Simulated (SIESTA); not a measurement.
SIESTA run on La2O3 (P-3m1, 5 atoms in the cell): self-consistent single point.

Method of the run: GGA PBE, numerical atomic orbitals DZP, PseudoDojo PBE standard norm-conserving potentials (rewritten from UPF to PSML) (SIESTA).

The change in words: lattice scaled by 0.98. Reference geometry:
```
CELL_PARAMETERS angstrom
      1.92666    -3.33707     0.00000
      1.92666     3.33707     0.00000
      0.00000     0.00000     5.99514
ATOMIC_POSITIONS crystal
  La 0.33333 0.66667 0.24700
  La 0.66667 0.33333 0.75300
  O  0.00000 0.00000 0.00000
  O  0.33333 0.66667 0.64700
  O  0.66667 0.33333 0.35300
```

Reference input (self-consistent single point, DFT, GGA PBE, numerical atomic orbitals DZP, PseudoDojo PBE standard norm-conserving potentials (rewritten from UPF to PSML)): XC.functional = GGA; XC.authors = PBE; potentials = PseudoDojo PBE standard; PAO.BasisSize = DZP; PAO.EnergyShift = 0.01 Ry; MeshCutoff = 300 Ry; kgrid.MonkhorstPack = 7 7 4; OccupationFunction = FD; ElectronicTemperature = 0.02 eV; MaxSCFIterations = 150; SCF.Mixer.Method = Pulay; SCF.Mixer.Weight = 0.2. This run's input differs from it in these lines:

```diff
@@ -12,5 +12,5 @@
 %block LatticeVectors
-     3.640859735   -6.306154028    0.000000000
-     3.640859735    6.306154028    0.000000000
-     0.000000000    0.000000000   11.329172679
+     3.568042919   -6.180031817    0.000000000
+     3.568042919    6.180031817    0.000000000
+     0.000000000    0.000000000   11.102588847
 %endblock LatticeVectors
```

Log, with long lists cut:

```
        iscf     Eharris(eV)        E_KS(eV)     FreeEng(eV)     dDmax    Ef(eV) dHmax(eV)
   scf:    1    -3233.195868    -3259.677021    -3259.677021  1.670047 -8.034564 10.163902
   scf:    2    -3269.820762    -3265.684498    -3265.684498  0.131912 -5.985684  3.773396
   scf:    3    -3266.915128    -3266.713198    -3266.713198  0.073526 -6.339446  0.327325
   scf:    4    -3266.689621    -3266.719630    -3266.719630  0.039017 -6.465663  0.524443
   scf:    5    -3266.726545    -3266.734843    -3266.734843  0.011760 -6.515397  0.193345
   [... 4 lines left out ...]
   scf:   10    -3266.738524    -3266.738525    -3266.738525  0.000140 -6.540921  0.002389
   scf:   11    -3266.738525    -3266.738525    -3266.738525  0.000057 -6.541120  0.000829
   scf:   12    -3266.738525    -3266.738525    -3266.738525  0.000015 -6.541048  0.000038
   scf:   13    -3266.738525    -3266.738525    -3266.738525  0.000001 -6.541045  0.000002
SCF Convergence by DM+H criterion
max |DM_out - DM_in|         :     0.0000006369
max |H_out - H_in|      (eV) :     0.0000021799
SCF cycle converged after 13 iterations

Using DM_out to compute the final energy and forces

siesta: E_KS(eV) =            -3266.7385

siesta: E_KS - E_eggbox =     -3266.7385

siesta: Atomic forces (eV/Ang):
     1    0.000000    0.000143   -1.564652
     2    0.000000   -0.000143    1.564652
     3    0.000000    0.000000   -0.000000
     4   -0.000000    0.000323   -0.432286
     5   -0.000000   -0.000323    0.432286
   Tot   -0.000000    0.000000    0.000000
   Max    1.564652
   Res    0.592735    sqrt( Sum f_i^2 / 3N )
   Max    1.564652    constrained

Stress tensor Voigt[x,y,z,yz,xz,xy] (kbar):     -316.76     -316.69     -243.88        0.01       -0.00       -0.00
   [... lines left out ...]
siesta: FreeEng =     -3266.738525
   [... lines left out ...]
siesta:    -0.197705    0.000000    0.000000
siesta:    -0.000000   -0.197665    0.000005
siesta:    -0.000000    0.000005   -0.152217

siesta: Cell volume =         72.556852 Ang**3

siesta: Pressure (static):
siesta:                Solid            Molecule  Units
siesta:           0.00198799          0.00179256  Ry/Bohr**3
siesta:           0.18252883          0.16458507  eV/Ang**3
siesta:         292.44341889        263.69435027  kBar
```

The run converged in 13 iterations. Against the reference run the free energy rises by 123 meV/atom, the pressure goes from 15.07 to 29.24 GPa, the largest force goes from 0.871 to 1.565 eV/Å and the gap on the mesh goes from 3.878 to 3.858 eV.

The starting cell has typed, rounded lattice constants, without a prior relaxation at this level. Its lattice was rescaled by a random factor within 2.5 % of one. For this run, on top of that: lattice scaled by 0.98. Values carry the incompleteness of an atom-centred basis. With a pressure of about 29 GPa the cell is away from its equilibrium volume at this level. Forces in this geometry exceed 1 eV/Å.
